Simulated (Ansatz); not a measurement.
Given:

```yaml
crystal:
  lattice:
    - [3.93044, 0.00000, 0.00000]
    - [0.00000, 3.93044, 0.00000]
    - [0.00000, 0.00000, 3.95371]
  atoms:
    - { symbol: Ti, position: [0.50000, 0.50000, 0.43570] }
    - { symbol: Ba, position: [0.00000, 0.00000, 0.92556] }
    - { symbol: O, position: [0.50000, 0.50000, 0.91176] }
    - { symbol: O, position: [0.50000, 0.00000, 0.41649] }
    - { symbol: O, position: [0.00000, 0.50000, 0.41649] }
```

No spin polarisation.

The values are results of r2SCAN (Ansatz, a first-principles code; PAW; 500 eV plane waves; scalar-relativistic without spin-orbit coupling), not measurements. Settings: 8×8×8 k-points, 0.05 eV Fermi–Dirac smearing.

Q: Predict the band gap, gap character, width of the top valence band and smallest direct gap.

A: 
- Band gap: 2.30 eV
- Gap character: indirect, A → Γ
- Width of the top valence band: 1.02 eV
- Smallest direct gap: 2.46 eV

Load acts through the strain it causes; cell and atoms are relaxed under it. Stability against distortions was not tested. No other phases were tried under pressure. All final runs are without spin polarisation. The cell was made from BaTiO$_{3}$ (space group P4mm, No. 99) by this change: pressure 9 GPa.
